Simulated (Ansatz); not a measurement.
Cost and result by functional for the adsorption energy of NH2 on the 1x1 (110) surface of bcc Ta, one in a 2x2 cell, started at the site 'hollow Ta-Ta-Ta', in Ansatz (plane waves, PAW). Single points on the PBE structure, on one kind of machine; costs are rough ratios of the slab run's core time (references not counted) to the cheapest single point. r2SCAN's cost holds its higher cutoff (500 against 420 eV). Differences are taken against r2SCAN for comparison alone: no measured value is at hand, so the table doesn't rank accuracy.

Slab: 19 atoms, 6.8 Å thick at the start under the adsorbate (thin: gaps and levels are the slab's own); k 5x5x1, smearing 0.1 eV, dipole-corrected; 8 atoms held, the rest relaxed; no symmetry held; no spin, no spin-orbit, no U, no dispersion correction. At the end it is bonded to 3 Ta. In PBE it is, or lies within 0.03 eV of, the lowest of the starts that converged. These notes are the PBE run's. Adsorption energies are against NH3(g) − ½ H2(g). A negative adsorption energy means that the adsorbate is more stable on the surface than in its reference.

```csv
functional,relative cost,adsorption energy (eV),less r2SCAN (eV)
RPBE,1,-0.86,0.59
r2SCAN,2,-1.45,0.00
PBE (the relaxed run's value),–,-1.11,0.34
```

The values span 0.59 eV, while the single points' costs differ by a factor of roughly 2. Differences are of unrounded values.

Ansatz is a program for electronic structure.
